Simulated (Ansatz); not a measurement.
Base system: AgCl in the rock salt structure (space group Fm-3m, No. 225; a = 5.447 Å).

All numbers come from PBEsol, PAW, 420 eV (Ansatz, an electronic-structure program; no spin-orbit coupling).

Strains are applied to the cell and any free atomic positions relax.

One change was made to it. Results:

The smallest direct gap drops by 0.203 eV (3.03 eV → 2.82 eV); the electron mass becomes 0.26 mₑ (at Γ) (base: 0.25 mₑ (at Γ)); the energy rises by 12 meV/atom; the pressure goes from zero to -28.7 kbar.

Q: Which change produced these results?
(A) isotropic strain −1.00 %
(B) isotropic strain +0.50 %
(C) isotropic strain +2.00 %
(D) isotropic strain −2.50 %
(E) isotropic strain −3.00 %

A: C, isotropic strain +2.00 %. For comparison, the electron mass in the other runs: isotropic strain −1.00 % gives 0.25 mₑ (at Γ); isotropic strain +0.50 % gives 0.25 mₑ (at Γ); isotropic strain −3.00 % gives 0.25 mₑ (at Γ); isotropic strain −2.50 % gives 0.25 mₑ (at Γ).

Masses are band curvatures over ±0.01 Å⁻¹ around the edge. No phonon test of stability was made.
